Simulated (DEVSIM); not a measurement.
System: Pd/SiON/p-GaAs capacitor, at 300 K.

Layer 1 from the left is SiON, thickness (nm) 9.80. Layer 2 from the left is GaAs, thickness (nm) 1600, Na (cm⁻³) 1.7e17.

Metal gate on the left, work function 5.2 eV. Fixed charge at the semiconductor interface 1.9e10 cm⁻² (in units of +e); no interface traps.

This is a model device: material constants are rounded textbook-type values typed into the input, and sizes, dopings and lifetimes were drawn at random. Values at 300 K.

SiON: gap (eV) 7, affinity (eV) 1.4, permittivity 5.5. GaAs: gap (eV) 1.424, affinity (eV) 4.07, permittivity 12.9, Nc (cm⁻³) 4.7e17, Nv (cm⁻³) 9e18.

Simulated with DEVSIM: 1D Poisson equation in equilibrium, Boltzmann statistics, complete ionisation; no quantum confinement or tunnelling. Metal contacts follow the ideal Schottky-Mott rule: no Fermi-level pinning, no interface dipoles.

Problem. What does the simulation give for the minimum of the low-frequency capacitance, the flat-band voltage?

Solution. minimum of the low-frequency capacitance 0.0976 μF/cm²; flat-band voltage -0.20 V.
